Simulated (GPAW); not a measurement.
# Pressure against volume in hcp Zr (space group 194) (GPAW, PBE)

```
CELL_PARAMETERS angstrom
      3.17257     0.00000     0.00000
     -1.58628     2.74752     0.00000
      0.00000     0.00000     5.05843
ATOMIC_POSITIONS crystal
  Zr 0.66667 0.33333 0.75000
  Zr 0.33333 0.66667 0.25000
```

Method of the run: PBE, GPAW PAW datasets PBE (gpaw-data 1.0.1) (plane waves; GPAW 25.7.0). Settings: mode = pw; ecut = 585 eV; xc = PBE; kpts = 21 21 11; mesh shift (steps) = 0 0 0; occupations.name = fermi-dirac; occupations.width = 0.05 eV; nbands = -6; convergence.density = 1e-05 e/electron; symmetry.symmorphic = false; symmetry.tolerance = 0.0005; maxiter = 120. The cell above is the first row's. The rows scale it uniformly. In all rows fractional positions and the k mesh are held.

```csv
V (Å^3/atom),P (GPa)
22.046,5.74
22.526,3.40
23.005,1.25
23.484,-0.71
23.963,-2.51
24.443,-4.15
24.922,-5.66
25.401,-7.03
25.881,?
```

The 8 complete rows are fitted with a cubic, P against V. With u = V - 23.7, the rows have u = -1.6540, -1.1740, -0.6950, -0.2160, 0.2630, 0.7430, 1.2220, 1.7010. Least squares gives P = -1.541 - 3.7668·u + 0.3513·u² - 0.02006·u³. Residuals (row less fit): -0.001, 0.002, -0.003, 0.001, -0.002, 0.004, -0.004, 0.001; standard error 0.004 (degrees of freedom: 4). The fitted pressure is zero at V0 = 23.31, where dP/dV = -4.053, so B0 = -V0·dP/dV = 94.5 GPa.

Problem. What does the fit predict for P at V = 25.881, and how far is the calculated value from it?

Solution. u = 2.1810, so P = -1.541 - 3.7668 × 2.1810 + 0.3513 × 2.1810² - 0.02006 × 2.1810³ = -8.293 GPa. The calculation gives -8.28 GPa, 0.013 GPa above the prediction (0.1 % of the range of P in the table). The row lies outside the fitted rows, so this is an extrapolation. From the scatter of the fitted rows alone, a prediction at this place has a standard error of 0.010 GPa, so the miss is 1.3 times that.

Carrying the step between the two nearest rows on in a straight line would have given -8.40, off by 0.12; series whose last step already gives the withheld value aren't shown. The scan was laid around a cell of about the measured size, scaled by a guess for this functional; axis ratios and inner coordinates come from that cell. The runs keep the symmetry of the cell, so they don't test it for distortions. The shape of the cell and the inner coordinates aren't relaxed, so V0 and B0 belong to this uniform scaling; a relaxed crystal lies no higher in energy and is usually softer. Cutoffs and mesh are single choices, not tested for convergence of this quantity. Series with a scatter that would blur these digits, or in which a gap closes, are not shown.
